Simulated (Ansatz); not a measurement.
# Ge: response to strain

Start from Ge in the diamond structure (space group Fd-3m, No. 227; a = 5.673 Å). Axes: x, y, z lie along the cube axes.

Strains are applied to the cell and any free atomic positions relax; under biaxial strain the out-of-plane vector relaxes too.

Computed with r2SCAN in Ansatz (plane waves to 500 eV, PAW, without spin-orbit coupling), earlier PAW set.

Candidates:
(a) biaxial strain +1.59 %, plane normal [111], relaxed out of plane
(b) biaxial strain +1.04 %, plane normal [001], relaxed out of plane
(c) strain tensor (xx, yy, zz, yz, xz, xy) = (+1.46, +0.42, −1.92, −1.16, −0.89, +0.91) %
(d) biaxial strain +3.67 %, plane normal [110], relaxed out of plane
(e) biaxial strain +0.76 %, plane normal [110], relaxed out of plane

Notes on the quantities. energy relative to the base: free energy F.

### Question
Order them by energy relative to the base, highest first.

### Answer
(d) biaxial strain +3.67 %, plane normal [110], relaxed out of plane (+30 meV/atom), (c) strain tensor (xx, yy, zz, yz, xz, xy) = (+1.46, +0.42, −1.92, −1.16, −0.89, +0.91) % (+9.1 meV/atom), (a) biaxial strain +1.59 %, plane normal [111], relaxed out of plane (+6.1 meV/atom), (b) biaxial strain +1.04 %, plane normal [001], relaxed out of plane (+2.1 meV/atom), (e) biaxial strain +0.76 %, plane normal [110], relaxed out of plane (+1.4 meV/atom)

A biaxial case was relaxed in a doubled cell and then solved in the primitive one. The mesh was chosen for an insulator and is coarse for the gapless case. Whether these cells are dynamically stable was not tested.

Ansatz is an electronic-structure program.
